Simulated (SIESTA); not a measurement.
## One base run on Ti2Rh (P1, 3 atoms in the cell) and variants with one or two settings moved

```xyz
3
Lattice="-1.5260 1.5260 4.9080 1.5260 -1.5260 4.9080 1.5260 1.5260 -4.9080" Properties=species:S:1:pos:R:3 pbc="T T T"
Ti     0.0169     0.0276     6.5033
Ti     0.0007    -0.0113     3.3131
Rh    -0.0175    -0.0163    -0.0005
```

Base run A: GGA PBEsol, numerical atomic orbitals DZP, PseudoDojo PBEsol standard norm-conserving potentials (rewritten from UPF to PSML) run with SIESTA, self-consistent single point.

Its settings: XC.functional = GGA; XC.authors = PBEsol; potentials = PseudoDojo PBEsol standard; PAO.BasisSize = DZP; PAO.EnergyShift = 0.01 Ry; MeshCutoff = 350 Ry; kgrid.MonkhorstPack = 7 7 9; OccupationFunction = FD; ElectronicTemperature = 0.05 eV; MaxSCFIterations = 150; SCF.Mixer.Method = Broyden; SCF.Mixer.Weight = 0.25; SCF.Mixer.History = 8; SCF.DM.Tolerance = 1.0E-05.

The starting cell comes from a database of computed structures (which also holds hypothetical and non-ambient phases and stackings), without a prior relaxation at this level. Its atoms were displaced at random from the sites of space group no. 139. Spin polarisation is off. Values carry the incompleteness of an atom-centred basis. In the base run, with a pressure of about -7 GPa the cell is away from its equilibrium volume at this level.

Run A gave: pressure (GPa) -7.27; largest force (eV/Å) 0.354.

Runs:
- B: XC.functional: GGA → LDA; XC.authors: PBEsol → PW92; pseudopotentials: PseudoDojo PBEsol standard → PseudoDojo LDA standard [LDA PW92]
- C: XC.authors: PBEsol → BLYP; pseudopotentials: PseudoDojo PBEsol standard → PseudoDojo PBE standard [GGA BLYP]

Question: What does run C change against A?

Answer: The pressure goes from -7.27 to 5.48 GPa and the largest force hardly changes (0.354 to 0.361 eV/Å).

Question: What does run B change against A?

Answer: The pressure goes from -7.27 to -12.30 GPa and the largest force goes from 0.354 to 0.342 eV/Å.

| run | pressure (GPa) | largest force (eV/Å) |
|---|---|---|
| A | -7.27 | 0.354 |
| B | -12.30 | 0.342 |
| C | 5.48 | 0.361 |

Left out of this page: 5 runs of the series held back from this collection.
